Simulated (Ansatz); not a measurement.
Cost and result by functional for the surface energy of the (21-32) surface of hcp Zr in its 1x1 cell, outermost plane spacing 0.33 Å in the ideal cut (one of several cuts of this face), in Ansatz (plane waves, PAW). Single points on the PBE structure, on one kind of machine; costs are rough ratios of the slab run's core time (references not counted) to the cheapest single point. r2SCAN's cost holds its higher cutoff (500 against 420 eV). Differences are taken against r2SCAN for comparison alone: no measured value is at hand, so the table doesn't rank accuracy.

Model: 22-atom slab, 10.1 Å thick at the start (thin: gaps and levels are the slab's own), 7x5x1 mesh, Fermi-Dirac 0.1 eV, dipole correction, all atoms relaxed; symmetry of the start imposed; no spin, no spin-orbit, no U. These notes are the PBE run's.

```csv
functional,relative cost,surface energy (J/m²),less r2SCAN (J/m²)
RPBE,1,1.60,-0.25
PBEsol,1,1.87,0.02
LDA,1,1.92,0.07
r2SCAN,2,1.85,0.00
PBE (the relaxed run's value),–,1.71,-0.14
```

The values span 0.32 J/m², while the single points' costs differ by a factor of roughly 2. Differences are of unrounded values.

Ansatz is a program for electronic structure.
